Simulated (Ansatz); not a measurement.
The parent structure is GaAs in the zinc blende structure (space group F-43m, No. 216).

```xyz
2
Lattice="0.0000 2.8333 2.8333 2.8333 0.0000 2.8333 2.8333 2.8333 0.0000" Properties=species:S:1:pos:R:3 pbc="T T T"
Ga     0.0000     0.0000     0.0000
As     1.4167     1.4167     1.4167
```

Cartesian axes are those of the cell as printed.

Calculations: Kohn–Sham DFT with the r2SCAN functional, run in Ansatz (an electronic-structure program) with PAW and 500 eV plane waves, spin-orbit coupling left out.

One thing is altered: the cell is compressed by 1.50 % along z with no lateral relaxation; the atoms relax in the strained cell.

Problem. Predict the stress tensor and what it implies for the stiffness.

Solution. Stress of the strained cell less that of the base (GPa, compression positive):
```
   0.80    0.00    0.00
   0.00    0.80    0.00
   0.00    0.00    1.79
```

Then −Δσ_ii/ε with ε = -0.0150 gives secant stiffness values (nonlinear terms included at this strain): C33 ≈ 119 GPa, C13 ≈ 53 GPa and C23 ≈ 53 GPa.

Stability against distortions was not tested.
